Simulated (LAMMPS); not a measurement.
An MD run on Cu (fcc), solid and liquid side by side in a cell of 1800 atoms at 2 GPa.

Model: classical MD, pair style eam/alloy, file Cu_zhou.eam.alloy, run in LAMMPS.

The melting point is 1220 ± 24 K, the enthalpy of fusion comes out as 0.12 eV/atom and the entropy of fusion comes out as 1.1 kB/atom. The volume change on melting is 4.5 % and the volume of the solid at the melting point comes out as 12.27 Å³/atom. The volume of the liquid there is 12.82 Å³/atom, the clausius-Clapeyron slope comes out as 36 K/GPa and the limit of superheating of the perfect crystal is 1600 K. The cost is very roughly 60 core-minutes.

Potential: file Cu_zhou.eam.alloy of the LAMMPS distribution; its header cites Zhou et al, Acta Mater, 49, 4005 (2001).

Caution: the error of the potential's melting point is set to 2 % at least, a picked allowance for cell size and run length.
